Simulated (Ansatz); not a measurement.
Results of RPBE in Ansatz (PAW) for cubic perovskite SrVO₃.

Run with plane-wave cutoff 520 eV, 14×14×14 k mesh, Fermi–Dirac smearing 0.05 eV, no spin polarisation, scalar-relativistic PAW data made under PBE.

Equation-of-state points:

```tsv
V (Å³/atom)	E − E_lowest (meV/atom)	P (GPa)
11.096	24.58	11.76
11.332	10.51	7.41
11.568	2.53	3.50
11.804	0.00	0.00
12.040	2.36	-3.14
12.276	9.09	-5.95
12.512	19.76	-8.47
```

Q: Estimate the bulk modulus from the pressures at 11.568 and 12.040 Å³/atom, and compare it with a fit to all energies.

A: B = −V dP/dV. Between V = 11.568 and 12.040 Å³/atom, dP/dV = (-3.14 − (3.50))/(12.040 − 11.568) = -14.1 GPa per Å³/atom; at the midpoint 11.804 Å³/atom this gives B ≈ 166 GPa. The third-order Birch–Murnaghan fit gives V0 = 11.804 Å³/atom, B0 = 166 GPa, B′ = 4.5, which lies within 1 % of that estimate.

Measured, for comparison: equilibrium volume per atom 11.34 Å³/atom (temperature not stated, not corrected to a static lattice; as tabulated in Marks et al. (2021), arXiv:2103.05797). Computed (rounded) less measured: equilibrium volume per atom +4.1 %.

The computed numbers hold no vibrational or temperature effects.

Ansatz is a first-principles code.
